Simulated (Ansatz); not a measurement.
This Ansatz (a first-principles code) input is the reference run, TiSi2 (space group Cmcm, No. 63), computed with PBEsol (Ansatz), spin-orbit coupling left out:

Ansatz 0.2 input:
```yaml
crystal:
  lattice:
    - [1.7574372301, -6.6739838542, 0]
    - [1.7574372301, 6.6739838542, 0]
    - [0, 0, 3.5571189162]
  atoms:
    - { symbol: Si, position: [0.9399598953, 0.0600401047, 0.75] }
    - { symbol: Si, position: [0.0600401047, 0.9399598953, 0.25] }
    - { symbol: Si, position: [0.2504264441, 0.7495735559, 0.75] }
    - { symbol: Si, position: [0.7495735559, 0.2504264441, 0.25] }
    - { symbol: Ti, position: [0.6024818105, 0.3975181895, 0.75] }
    - { symbol: Ti, position: [0.3975181895, 0.6024818105, 0.25] }
basis: { ecutwfc: 420, ecutrho_ratio: 4, xc_grid: 2, fft_grid_basis: typed }
kpoints: { mp_grid: { grid: [14, 14, 13] } }
hamiltonian:
  xc: pbesol
  dispersion: none
  pseudopotentials: { kind: paw }
scf: { occupations: { method: fermi_dirac, width: 0.05 }, convergence: { dr2_threshold: 0.0000000006 } }
output: { forces: true, stress: true }
```

**Question.** Write the input for this change: uniaxial stress, 3 GPa tension along x; all other stress components relax to zero.

**Answer.** 
Ansatz 0.2 input:
```yaml
crystal:
  lattice:
    - [1.7574372301, -6.6739838542, 0]
    - [1.7574372301, 6.6739838542, 0]
    - [0, 0, 3.5571189162]
  atoms:
    - { symbol: Si, position: [0.9399598953, 0.0600401047, 0.75] }
    - { symbol: Si, position: [0.0600401047, 0.9399598953, 0.25] }
    - { symbol: Si, position: [0.2504264441, 0.7495735559, 0.75] }
    - { symbol: Si, position: [0.7495735559, 0.2504264441, 0.25] }
    - { symbol: Ti, position: [0.6024818105, 0.3975181895, 0.75] }
    - { symbol: Ti, position: [0.3975181895, 0.6024818105, 0.25] }
basis: { ecutwfc: 420, ecutrho_ratio: 4, xc_grid: 2, fft_grid_basis: typed }
kpoints: { mp_grid: { grid: [14, 14, 13] } }
hamiltonian:
  xc: pbesol
  dispersion: none
  pseudopotentials: { kind: paw }
scf: { occupations: { method: fermi_dirac, width: 0.05 } }
relax: { f_tol: 0.005, max_steps: 50, cell: { stress_tol: 0.01, sigma_target: [-3, 0, 0, 0, 0, 0] } }
output: { forces: true, stress: true }
checkpoint: { write: state.ck, write_every: 1000 }
```
This is the input that was run.

Load acts through the strain it causes; cell and atoms are relaxed under it. sigma_target is in GPa, compression positive, in the order xx, yy, zz, yz, xz, xy. Beyond what the load breaks, stability against distortions was not tested. The final runs are not spin-polarised.
